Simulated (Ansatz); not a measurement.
Consider InSb in the rock salt structure (space group Fm-3m, No. 225; a = 6.035 Å; a model cell, its experimental status unchecked).

Calculations: PBEsol in Ansatz (plane waves to 420 eV, PAW, without spin-orbit coupling), earlier PAW set.

For the base:

| Quantity | Value |
|---|---|
| Volume per atom | 27.47 Å³ |

The change: As takes the place of Sb on all its sites; the structure is relaxed again.

### Question
How does this affect the volume per atom?

### Answer
The volume per atom decreases by 4.91 Å³ (27.47 Å³ → 22.56 Å³).

No phonon test of stability was made. For InAs in this form, whether it has been made was not checked. The final runs are not spin-polarised. This is not the structure that InAs has at room temperature and ambient pressure. This is not the structure that InSb has at room temperature and ambient pressure.

Ansatz is a first-principles code.
